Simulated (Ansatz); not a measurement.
Worked example: self-consistent single point of CdSe (P6_3mc, 4 atoms in the cell) in Ansatz (an electronic-structure program).

Method of the run: LDA (PW92), PAW files made with PBE (plane waves; Ansatz).

```yaml
crystal:
  lattice:
    - [4.34609, 0.00000, 0.00000]
    - [-2.17305, 3.76382, 0.00000]
    - [0.00000, 0.00000, 7.08984]
  atoms:
    - { symbol: Cd, position: [0.66667, 0.33333, 0.49995] }
    - { symbol: Cd, position: [0.33333, 0.66667, 0.99995] }
    - { symbol: Se, position: [0.66667, 0.33333, 0.87591] }
    - { symbol: Se, position: [0.33333, 0.66667, 0.37591] }
```

Reference input (self-consistent single point, DFT, PBE, plane waves, PAW files): basis.ecutwfc = 420 eV; kpoints.mp_grid.grid = 7 7 4; hamiltonian.xc = pbe; hamiltonian.pseudopotentials = {kind: paw} (the program's default PAW files); scf.occupations.method = fixed. This run's input differs from it in these lines:

Ansatz 0.2 input:
```diff
@@ -16,3 +16,3 @@
 hamiltonian:
-  xc: pbe
+  xc: lda
   pseudopotentials:
```

Output (repeated stretches shortened):

```
SCF iter   1: F=—  HF=-27005.577144 eV  |F-HF|=—  |Δ(HF+E_count)|=         —  Δρ=4.68e-2  dr2=2.69e0  ethr=3.10e-3  ⟨swp⟩=4.7  Hψ=3208  notcnv=0  defer=142
all-band conjugate gradients solve this SCF's bands
preconditioner: auto → Resta (q_TF=auto, 2.520 Å⁻¹)
SCF iter   2: F=—  HF=-27004.633545 eV  |F-HF|=—  |Δ(HF+E_count)|=   9.44e-1  Δρ=1.70e-2  dr2=2.51e-1  ethr=3.10e-3  ⟨swp⟩=2.9  Hψ=1784  notcnv=0  defer=96
   [... lines left out ...]
SCF iter   5: F=—  HF=-27004.513977 eV  |F-HF|=—  |Δ(HF+E_count)|=   3.87e-4  Δρ=4.99e-4  dr2=3.65e-4  ethr=3.34e-6  ⟨swp⟩=2.0  Hψ=1702  notcnv=0  defer=144
SCF iter   6: F=—  HF=-27004.513958 eV  |F-HF|=—  |Δ(HF+E_count)|=   1.91e-5  Δρ=1.90e-4  dr2=6.49e-5  ethr=5.07e-7  ⟨swp⟩=2.9  Hψ=2017  notcnv=0  defer=143
SCF iter   7: F=—  HF=-27004.514001 eV  |F-HF|=—  |Δ(HF+E_count)|=   4.35e-5  Δρ=3.16e-5  dr2=1.70e-6  ethr=9.02e-8  ⟨swp⟩=2.0  Hψ=1118  notcnv=0  defer=74
SCF iter   8: F=-27004.514002 eV  HF=-27004.514002 eV  |F-HF|=3.72e-8  |Δ(HF+E_count)|=   1.19e-6  Δρ=6.89e-6  dr2=6.98e-8  ethr=1.39e-10  ⟨swp⟩=9.5  Hψ=6306  notcnv=0
SCF 1 converged in 8 iterations: F = -27004.514002 eV  dr2 = 6.98e-8
Free energy (F): -27004.514002 eV
Internal energy: -27004.514002 eV  (E = F + TS)
E sigma→0 (E₀):  -27004.514002 eV
Fermi energy:    6.551390 eV
--- Forces (eV/Å), atoms counted from 1 ---
  atom   1  Cd     0.00000000     0.00000000     0.00092931
  atom   2  Cd    -0.00000000    -0.00000000     0.00092931
  atom   3  Se     0.00000000     0.00000000    -0.00093854
  atom   4  Se     0.00000000    -0.00000000    -0.00093854
--- Stress (GPa, compression-positive) ---
       -3.309884       0.000000       0.000000
        0.000000      -3.309884       0.000000
        0.000000       0.000000      -3.290675
  P = ⅓ Tr σ = -3.3035 GPa (-33.035 kbar)
  The stress holds the Pulay correction. Without it, at fixed plane waves, as pw.x and ABINIT print it: P = -3.3199 GPa
```

The run converged in 8 iterations. Against the reference run the pressure goes from 1.24 to -3.30 GPa, the largest force goes from 0.005 to 0.001 eV/Å and the gap on the mesh goes from 0.600 to 0.324 eV.

The starting cell comes from a database of computed structures (which also holds hypothetical and non-ambient phases and stackings), without a prior relaxation at this level. With a pressure of about -3 GPa the cell is away from its equilibrium volume at this level. Ansatz's pressure includes its estimate of the finite-basis (Pulay) stress.
